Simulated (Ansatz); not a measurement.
Consider the following.

```
CELL_PARAMETERS angstrom
      0.00000     2.82931     2.82931
      2.82931     0.00000     2.82931
      2.82931     2.82931     0.00000
ATOMIC_POSITIONS crystal
  Ga 0.00000 0.00000 0.00000
  As 0.25000 0.25000 0.25000
```

Calculation: r2SCAN with spin-orbit coupling, rigid bands (plane waves, PAW; Ansatz, a quantum-chemistry and plane-wave program). Cell: cell and atoms relaxed with PBEsol.

### Question
Predict the electron conductivity mass (n e² τ/σ) at 300 K, by direction if it differs.

### Answer
0.059 mₑ.

### Question
What conductivity effective mass do dilute holes have at 300 K?

### Answer
0.40 mₑ.

### Question
And the band gap?

### Answer
0.89 eV at this level; semilocal functionals usually fall short of the measured gap.

Rigid bands, one relaxation time for all states, no polarons. Geometry: cell and atoms relaxed with PBEsol.
